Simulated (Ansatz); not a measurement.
Take Al in the fcc (Cu type) structure (space group Fm-3m, No. 225; relaxed with 0.1 eV smearing) as the base.

```yaml
crystal:
  lattice:
    - [0.00000, 1.99683, 1.99683]
    - [1.99683, 0.00000, 1.99683]
    - [1.99683, 1.99683, 0.00000]
  atoms:
    - { symbol: Al, position: [0.00000, 0.00000, 0.00000] }
```

Cartesian axes are those of the cell as printed.

All numbers come from Kohn–Sham DFT with the r2SCAN functional, run in Ansatz (a first-principles code) with PAW and 500 eV plane waves, no SOC.

Strains are applied to the cell and any free atomic positions relax.

One change was made to it. Results:

The energy goes up by 2.5 meV/atom; the pressure (mean of the normal stresses, compression positive) is nearly the same (0.0 GPa against 0.1 GPa).

Q: Which of these changes matches the shifts?
(A) tensor shear ε_xy = +0.86 %
(B) tensor shear ε_xy = +0.29 %
(C) tensor shear ε_xy = +0.57 %
(D) tensor shear ε_xy = +1.71 %
(E) tensor shear ε_xy = +1.14 %

A: D, tensor shear ε_xy = +1.71 %. For comparison, the energy relative to the base in the other runs: tensor shear ε_xy = +0.57 % gives +0.3 meV/atom; tensor shear ε_xy = +1.14 % gives +1.1 meV/atom; tensor shear ε_xy = +0.29 % gives +0.1 meV/atom; tensor shear ε_xy = +0.86 % gives +0.6 meV/atom.

Whether these cells are dynamically stable was not tested.
